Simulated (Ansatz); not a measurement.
The starting structures come from a database of crystals and need not be the phases stable at ambient conditions.

The decay constant κ of evanescent states in the gap governs leakage through a thin film.

Here is the system:

```xyz
12
Lattice="6.4361 0.0000 0.0000 3.2180 5.8233 0.0000 0.0000 0.6471 7.4838" Properties=species:S:1:pos:R:3 pbc="T T T"
Rb     0.0000     0.0000     0.0000
Rb     3.2180     2.6734     6.4610
Rb     6.4361     3.7970     1.0228
Rb     0.0000     0.3235     3.7419
Te     3.2180     2.1119     2.5779
Te     6.4361     4.3585     4.9060
O      4.6522     1.4457     1.6018
O      5.0019     5.0247     5.8821
O      7.8702     5.0247     5.8821
O      1.7839     1.4457     1.6018
O      6.4361     2.5898     5.4665
O      3.2180     3.8806     2.0173
```

Space group of this cell: C2/m. The cell is taken as given.

Transport runs along the normal of the first two printed cell vectors.

The gap is the functional's own. No spin-orbit coupling. Mid-gap values are interpolated on the energy grid.

Estimate the band gap and the smallest decay constant κ at mid-gap that r2SCAN (Ansatz, a program for electronic structure) returns for this system.

Gap 4.01 eV on a 6×6×4 mesh; κ = 0.529 1/Å, at (0.000, 0.167) of the in-plane reciprocal vectors. At the zone centre, at the nearest computed energy, the slowest state has κ = 0.53 1/Å.
